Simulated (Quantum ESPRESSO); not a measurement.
Quantum ESPRESSO run on TiAl (P4/mmm, 2 atoms in the cell): zone-centre phonon calculation.

Method: PBE, SSSP 1.1.2 efficiency (PBE) pseudopotentials (plane waves; Quantum ESPRESSO 7.5).

```
CELL_PARAMETERS angstrom
      2.84415     0.00000     0.00000
      0.00000     2.84415     0.00000
      0.00000     0.00000     4.09035
ATOMIC_POSITIONS crystal
  Ti 0.00000 0.00000 0.00000
  Al 0.50000 0.50000 0.50000
```

Reference input (self-consistent single point, DFT, PBE, plane waves, SSSP 1.1.2 efficiency (PBE) pseudopotentials): ecutwfc = 50 Ry; ecutrho = 400 Ry; occupations = smearing; smearing = gaussian; degauss = 0.0073499 Ry; potentials = {Ti: ti_pbe_v1.4.uspp.F.UPF, Al: Al.pbe-n-kjpaw_psl.1.0.0.UPF}; K_POINTS = automatic 7 7 5 0 0 0; conv_thr = 1e-09 Ry; mixing_beta = 0.3. This run's input differs from it in these lines:

```diff
@@ -14,4 +14,4 @@
     ntyp = 2,
-    ecutwfc = 50,
-    ecutrho = 400,
+    ecutwfc = 42,
+    ecutrho = 336,
     occupations = 'smearing',
```

Step 2 (ph.x):

```fortran
phonons at the zone centre
&inputph
    prefix = 'tial',
    outdir = './work',
    tr2_ph = 1.0d-14,
    fildyn = 'dyn.G',
/
0.0 0.0 0.0
```

Step 3 (dynmat.x):

```fortran
&input
    fildyn = 'dyn.G',
    asr = 'crystal',
/
```

The program printed (abridged):

Output of step 1:

```
     Self-consistent Calculation

     iteration #  1     ecut=    42.00 Ry     beta= 0.30

     negative rho (up, down):  1.161E-03 0.000E+00

     total energy              =    -158.73100038 Ry
     estimated scf accuracy    <       0.52408400 Ry

     iteration #  2     ecut=    42.00 Ry     beta= 0.30

     negative rho (up, down):  1.079E-03 0.000E+00

     total energy              =    -158.80872451 Ry
     estimated scf accuracy    <       0.05291782 Ry

     iteration #  3     ecut=    42.00 Ry     beta= 0.30

     negative rho (up, down):  9.673E-04 0.000E+00

     total energy              =    -158.81054733 Ry
     estimated scf accuracy    <       0.01021377 Ry

   [... 7 blocks of this kind left out ...]

     iteration # 11     ecut=    42.00 Ry     beta= 0.30

     negative rho (up, down):  8.438E-04 0.000E+00

     total energy              =    -158.81276820 Ry
     estimated scf accuracy    <       0.00000018 Ry

     iteration # 12     ecut=    42.00 Ry     beta= 0.30

     negative rho (up, down):  8.438E-04 0.000E+00
     End of self-consistent calculation

     the Fermi energy is    10.6905 ev

!    total energy              =    -158.81276823 Ry
     estimated scf accuracy    <          1.6E-10 Ry
     smearing contrib. (-TS)   =      -0.00109679 Ry
     internal energy E=F+TS    =    -158.81167144 Ry

     convergence has been achieved in  12 iterations

     negative rho (up, down):  8.438E-04 0.000E+00

     Forces acting on atoms (cartesian axes, Ry/au):

     atom    1 type  1   force =     0.00000000    0.00000000    0.00000000
     atom    2 type  2   force =     0.00000000    0.00000000    0.00000000

     Total force =     0.000000     Total SCF correction =     0.000000

     negative rho (up, down):  8.438E-04 0.000E+00
          total   stress  (Ry/bohr**3)                   (kbar)     P=      -20.58
  -0.00013039   0.00000000   0.00000000          -19.18        0.00        0.00
   0.00000000  -0.00013039   0.00000000            0.00      -19.18        0.00
   0.00000000   0.00000000  -0.00015884            0.00        0.00      -23.37

   JOB DONE.
```

Output of step 2:

```
     Reading xml data from directory:

     ./work/tial.save/
     file Al.pbe-n-kjpaw_psl.1.0.0.UPF: wavefunction(s)  3S 3P renormalized

     G-vector sticks info
     --------------------
     sticks:   dense  smooth     PW     G-vecs:    dense   smooth      PW
     Sum         777     385    121                23317     8215    1449

     negative rho (up, down):  8.438E-04 0.000E+00
     Reading collected, re-writing distributed wavefunctions in ./work/

     Number and degeneracy of irreps per q-point
       N         xq(1)         xq(2)         xq(3)   N irreps
       1   0.000000000   0.000000000   0.000000000       4
        1   1   2   2

     Calculation of q =    0.0000000   0.0000000   0.0000000

     phonons at the zone centre

   [... lines left out ...]
     Q(r) pseudized with 0 coefficients

     Mode symmetry, D_4h(4/mmm) point group:

     Atomic displacements:
     There are    4 irreducible representations

     Representation     1      1 modes -  To be done

     Representation     2      1 modes -  To be done

     Representation     3      2 modes -  To be done

     Representation     4      2 modes -  To be done

     Alpha used in Ewald sum =   2.8000

     negative rho (up, down):  8.438E-04 0.000E+00
     Representation #   1 mode #   1

     Self-consistent Calculation

      iter #   1   av.it.:   7.9
      thresh= 1.000E-02 alpha_mix =  0.700 |ddv_scf|^2 =  1.261E-04

      iter #   2   av.it.:  10.3
      thresh= 1.123E-03 alpha_mix =  0.700 |ddv_scf|^2 =  9.769E-05

   [... 4 blocks of this kind left out ...]

      iter #   7   av.it.:  10.2
      thresh= 4.125E-08 alpha_mix =  0.700 |ddv_scf|^2 =  5.790E-15
     End of self-consistent calculation

     Convergence has been achieved

     Representation #   2 mode #   2

   [... 2 blocks of this kind left out ...]

     Self-consistent Calculation

      iter #   1   av.it.:   7.3
      thresh= 1.000E-02 alpha_mix =  0.700 |ddv_scf|^2 =  5.825E-06

      iter #   2   av.it.:  11.6
      thresh= 2.414E-04 alpha_mix =  0.700 |ddv_scf|^2 =  3.569E-07

   [... 3 blocks of this kind left out ...]

      iter #   6   av.it.:  11.4
      thresh= 3.397E-08 alpha_mix =  0.700 |ddv_scf|^2 =  3.152E-15

     End of self-consistent calculation

     Convergence has been achieved

     Number of q in the star =    1
     List of q in the star:
          1   0.000000000   0.000000000   0.000000000

     Diagonalizing the dynamical matrix

     q = (    0.000000000   0.000000000   0.000000000 )

   [... lines left out ...]
     freq (    5) =       7.702456 [THz] =     256.926290 [cm-1]
     freq (    6) =       9.033669 [THz] =     301.330754 [cm-1]
 **************************************************************************

     Mode symmetry, D_4h(4/mmm) point group:

     freq (   1-   2) =          8.1  [cm-1]   --> E_u  X_5' M_5'  I
     freq (   3-   3) =          8.3  [cm-1]   --> A_2u X_4' M_4'  I
     freq (   4-   5) =        256.9  [cm-1]   --> E_u  X_5' M_5'  I
     freq (   6-   6) =        301.3  [cm-1]   --> A_2u X_4' M_4'  I
   JOB DONE.
```

Output of step 3:

```
     diagonalizing the dynamical matrix ...

 q =      0.00000000     0.00000000     0.00000000
 **************************************************************************
     freq (    1) =       0.000000 [THz] =       0.000002 [cm-1]
 (  0.500000  -0.000000    -0.500000   0.000000     0.000000   0.000000   )
 (  0.500000  -0.000000    -0.500000   0.000000     0.000000   0.000000   )
     freq (    2) =       0.000000 [THz] =       0.000003 [cm-1]
 (  0.500000   0.000000     0.500000   0.000000     0.000000   0.000000   )
 (  0.500000   0.000000     0.500000   0.000000     0.000000   0.000000   )
     freq (    3) =       0.000000 [THz] =       0.000004 [cm-1]
 (  0.000000   0.000000     0.000000   0.000000    -0.707107   0.000000   )
 (  0.000000   0.000000     0.000000   0.000000    -0.707107   0.000000   )
     freq (    4) =       7.704491 [THz] =     256.994142 [cm-1]
 ( -0.491040   0.000000     0.000000   0.000000     0.000000   0.000000   )
 (  0.871137   0.000000     0.000000   0.000000     0.000000   0.000000   )
     freq (    5) =       7.704491 [THz] =     256.994142 [cm-1]
 ( -0.000000   0.000000     0.491040   0.000000     0.000000   0.000000   )
 ( -0.000000   0.000000
     Polarizability (A^3 units)
     multiply by 1.000000 for Clausius-Mossotti correction
         0.000000    0.000000    0.000000
         0.000000    0.000000    0.000000
         0.000000    0.000000    0.000000

     IR activities are in (D/A)^2/amu units

# mode   [cm-1]    [THz]      IR
    1      0.00    0.0000    0.0000
    2      0.00    0.0000    0.0000
    3      0.00    0.0000    0.0000
    4    256.99    7.7045    0.0000
    5    256.99    7.7045    0.0000
    6    301.32    9.0333    0.0000

   JOB DONE.
```

The run converged in 12 iterations. 

Summary of the result:
```
Item                                                                       Value
--------------------------------------------------------  ----------------------
Free energy E − TS                                                 -2160.7578 eV
Fermi level (on the code's own zero)                                    10.69 eV
Pressure                                                               -2.06 GPa
Zone-centre frequencies (cm⁻¹; negative means imaginary)  0, 0, 0, 257, 257, 301
```

The starting cell has typed, rounded lattice constants, without a prior relaxation at this level. Its lattice was rescaled by up to half a per cent. Spin polarisation is off.
